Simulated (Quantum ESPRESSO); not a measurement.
Quantum ESPRESSO run on Na (Im-3m, 1 atom in the cell): self-consistent single point.

Computed with PBE, PSlibrary ultrasoft (PBE, semicore) pseudopotentials (plane waves; Quantum ESPRESSO).

```xyz
1
Lattice="-2.1406 2.1406 2.1406 2.1406 -2.1406 2.1406 2.1406 2.1406 -2.1406" Properties=species:S:1:pos:R:3 pbc="T T T"
Na     0.0000     0.0000     0.0000
```

Reference input (self-consistent single point, DFT, PBE, plane waves, GBRV 1.5 ultrasoft (PBE) pseudopotentials): ecutwfc = 40 Ry; ecutrho = 200 Ry; occupations = smearing; smearing = fermi-dirac; degauss = 0.0073499 Ry; potentials = {Na: na_pbe_v1.5.uspp.F.UPF}; K_POINTS = automatic 9 9 9 0 0 0; conv_thr = 1e-09 Ry; mixing_beta = 0.5. This run's input differs from it in these lines:

```diff
@@ -12,4 +12,4 @@
  ntyp = 1,
- ecutwfc = 40,
- ecutrho = 200,
+ ecutwfc = 112,
+ ecutrho = 672,
  occupations = 'smearing',
@@ -23,3 +23,3 @@
 ATOMIC_SPECIES
-Na    22.9898  na_pbe_v1.5.uspp.F.UPF
+Na    22.9898  Na.pbe-spn-rrkjus_psl.1.0.0.UPF
 ATOMIC_POSITIONS {alat}
```

The program printed (abridged):

```
     Self-consistent Calculation

     iteration #  1     ecut=   112.00 Ry     beta= 0.50

     Threshold (ethr) on eigenvalues was too large:
     Diagonalizing with lowered threshold

     c_bands:  4 eigenvalues not converged
     c_bands:  1 eigenvalues not converged

     total energy              =     -97.01494789 Ry
     estimated scf accuracy    <       0.00090321 Ry

     iteration #  2     ecut=   112.00 Ry     beta= 0.50

     total energy              =     -97.01498332 Ry
     estimated scf accuracy    <       0.00016696 Ry

     iteration #  3     ecut=   112.00 Ry     beta= 0.50

     total energy              =     -97.01501260 Ry
     estimated scf accuracy    <       0.00002586 Ry

   [... 5 blocks of this kind left out ...]

     iteration #  9     ecut=   112.00 Ry     beta= 0.50

     total energy              =     -97.01501951 Ry
     estimated scf accuracy    <          4.2E-09 Ry

     iteration # 10     ecut=   112.00 Ry     beta= 0.50
     End of self-consistent calculation

     the Fermi energy is     1.3540 ev

!    total energy              =     -97.01501951 Ry
     estimated scf accuracy    <          5.7E-11 Ry
     smearing contrib. (-TS)   =      -0.00100635 Ry
     internal energy E=F+TS    =     -97.01401316 Ry

     convergence has been achieved in  10 iterations

     Forces acting on atoms (cartesian axes, Ry/au):

     atom    1 type  1   force =     0.00000000    0.00000000    0.00000000

     Total force =     0.000000     Total SCF correction =     0.000000

          total   stress  (Ry/bohr**3)                   (kbar)     P=       -4.22
  -0.00002870   0.00000000   0.00000000           -4.22        0.00        0.00
   0.00000000  -0.00002870   0.00000000            0.00       -4.22        0.00
   0.00000000   0.00000000  -0.00002870            0.00        0.00       -4.22

   JOB DONE.
```

The run converged in 10 iterations. Against the reference run the pressure moves little (-0.41 to -0.42 GPa). The full log also holds: “c_bands:  4 eigenvalues not converged”. The full log also holds: “c_bands:  1 eigenvalues not converged”.

The starting cell has typed, rounded lattice constants, without a prior relaxation at this level. Its lattice was rescaled by up to half a per cent.

Cost on one core of a shared machine: roughly 40 s.
